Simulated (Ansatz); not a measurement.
AlB2-type ZrB₂, treated with PBE (Ansatz, a first-principles code, plane waves, PAW).

Settings: plane-wave cutoff 520 eV, 24×24×16 k mesh (along the axes of the cell as run), Fermi–Dirac smearing 0.05 eV, scalar-relativistic PAW data made under PBE.

Cell (relaxed at this level):

```cif
data_B2Zr
_chemical_formula_sum 'Zr1 B2'
_space_group_name_H-M_alt 'P 1'
_space_group_IT_number 1
_cell_length_a 3.17126
_cell_length_b 3.17126
_cell_length_c 3.54161
_cell_angle_alpha 90.000
_cell_angle_beta 90.000
_cell_angle_gamma 120.000
loop_
_space_group_symop_operation_xyz
  'x, y, z'
loop_
_atom_site_label
_atom_site_type_symbol
_atom_site_fract_x
_atom_site_fract_y
_atom_site_fract_z
_atom_site_occupancy
Zr1 Zr 0.00000 0.00000 0.00000 1
B1 B 0.33333 0.66667 0.50000 1
B2 B 0.66667 0.33333 0.50000 1
```

Task: Give the computed bulk modulus B0 and pressure derivative B′ of the bulk modulus.

Result: 
bulk modulus B0: 238 GPa
pressure derivative B′ of the bulk modulus: 4.0

The run finds no gap.

Note: the bulk modulus comes from volumes at which shape and atoms were relaxed.

Computed values are for the static lattice.

It cost very roughly 6 core-minutes of CPU time.
